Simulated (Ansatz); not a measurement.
Take SrHfO₃ in the cubic perovskite structure (space group Pm-3m, No. 221; a = 4.106 Å) as the base.

Now apply this change: a hydrostatic pressure of 5 GPa.

Levels (all Ansatz, an electronic-structure program, PAW, earlier PAW set): PBEsol (420 eV, no spin-orbit coupling); PBEsol+SOC (600 eV, spin-orbit coupling included).

The geometry is relaxed with PBEsol.

- PBEsol smallest direct gap = 3.89 eV
- PBEsol lowest conduction level above the VBM at special points = Γ 3.77 eV; X 4.38 eV; R 6.31 eV; M 6.71 eV

With PBEsol+SOC at the same geometry, the smallest direct gap drops by 0.19 eV to 3.70 eV; the lowest conduction level above the VBM at special points goes from Γ 3.77 eV; X 4.38 eV; R 6.31 eV; M 6.71 eV to Γ 3.69 eV; X 4.37 eV; R 6.26 eV; M 6.61 eV; the hole mass (degenerate bands, along [100]) is 0.87, 2.2 mₑ (at R).

Single points use the geometry relaxed with PBEsol. Their cutoffs differ, which shifts pressures a little. The spin-orbit shifts are approximate. Spin-orbit coupling, missing from the scalar runs, can matter with Hf. Load acts through the strain it causes; cell and atoms are relaxed under it. Effective masses come from finite differences of ±0.01 Å⁻¹. Stability against distortions was not tested. Competing high-pressure phases were not computed. Many cubic perovskites are stable only at high temperature; tilts and polar distortions were not tested.
